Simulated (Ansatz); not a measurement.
**ZrB2 under a change: biaxial strain +2.50 %, plane normal [001], relaxed out of plane**

Take ZrB2 (space group P6/mmm, No. 191; a = 3.1714 Å, c = 3.5418 Å; relaxed with 0.1 eV smearing) as the base. Axes: x lies along a and z along c of the hexagonal cell.

It is then changed as follows: biaxial strain +2.50 %, plane normal [001], relaxed out of plane (Cartesian); in-plane vectors clamped, the third vector and the atoms free.

Computed with DFT with PBE, PAW potentials and a 420 eV plane-wave cutoff in Ansatz (a first-principles code), without spin-orbit coupling. k-mesh 21×21×16 (Γ-centred); smearing 0.1 eV (Fermi–Dirac).

```tsv
quantity	base	changed	shift
space group	P6/mmm (No. 191)	P6/mmm (No. 191)	–
shortest interatomic distance	1.831 Å	1.877 Å	+0.046 Å
pressure (mean of the normal stresses, compression positive)	0.0 GPa	-8.4 GPa	-8.4 GPa
band gap	zero	zero	–
out-of-plane strain	–	-1.36 %	–
ratio −ε⊥/ε∥	–	0.54	–
mean in-plane stress (compression positive)	–	-12.6 GPa	–
```

Final structure (turned so that z lies along the plane normal):

```xyz
3
Lattice="3.2507 0.0000 0.0000 1.6254 2.8152 0.0000 0.0000 0.0000 3.4936" Properties=species:S:1:pos:R:3 pbc="T T T"
Zr     0.0000     0.0000     0.0000
B      3.2507     1.8768     1.7468
B      1.6254     0.9384     1.7468
```

No phonon test of stability was made. The final runs are not spin-polarised.
